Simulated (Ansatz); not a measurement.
A hypothetical phase is included: elements placed on a structure type, which no database files for this compound.

Tunnelling through a barrier is set by its complex band structure: the current falls as exp(−2κd) with the smallest κ.

Consider the following.

```
CELL_PARAMETERS angstrom
      2.85347     0.00000     0.00000
      0.00000     8.07070     0.00000
      0.00000     0.00000     2.85345
ATOMIC_POSITIONS crystal
  Al 0.75000 0.87500 0.25000
  Al 0.25000 0.62500 0.75000
  Al 0.25000 0.12500 0.75000
  Al 0.75000 0.37500 0.25000
  N  0.75000 0.12500 0.25000
  N  0.25000 0.37500 0.75000
  N  0.25000 0.87500 0.75000
  N  0.75000 0.62500 0.25000
```

The cell was relaxed by PBE-D3(BJ).

Transport runs along the normal of the first two printed cell vectors, the (010) plane of the conventional cell.

No gap correction and no spin-orbit coupling; mid-gap is the computed energy nearest the middle.

Q: Give the band gap and the smallest decay constant κ at mid-gap that Ansatz (a quantum-chemistry and plane-wave program) with r2SCAN yields.

A: Gap 5.54 eV on a 10×4×10 mesh; κ = 0.307 1/Å, at the zone centre.
